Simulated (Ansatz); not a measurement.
# A computed series for hypothetical P4_2/mnm InP: carrier doping

Start from InP (space group P4_2/mnm, No. 136; a = 7.277 Å, c = 4.216 Å; a hypothetical phase, not in the database extracts checked).

Carriers are added at fixed cell with a uniform background; the Fermi–Dirac width is that of 300 K.

Method: PBE (Ansatz, a quantum-chemistry and plane-wave program; PAW; 420 eV plane waves; no SOC).

Notes on the quantities. Fermi level from band edge: Fermi level relative to the doped band's edge (positive inside the band; to 0.05 eV).

```json
[
 {"electron density (10^21 cm⁻³)": "2", "Fermi level from band edge (eV)": "1.15"},
 {"electron density (10^21 cm⁻³)": "5", "Fermi level from band edge (eV)": "1.35"},
 {"electron density (10^21 cm⁻³)": "7", "Fermi level from band edge (eV)": "?"},
 {"electron density (10^21 cm⁻³)": "10", "Fermi level from band edge (eV)": "1.55"}
]
```

Fit E_F = C n^s, fitted as a line in log–log form (a parabolic band gives s = 2/3) to the rows shown and predict the withheld row.

Least squares on the printed values gives C = 1.01 eV, s = 0.18 (largest residual 0.01 eV); this predicts 1.45 eV, and the run gives 1.45 eV, in agreement.

Carriers are added with a uniform compensating background; total energy and stress of such cells depend on the potential's zero and are not compared; many-body gap narrowing is missing at this level. Whether these cells are dynamically stable was not tested.
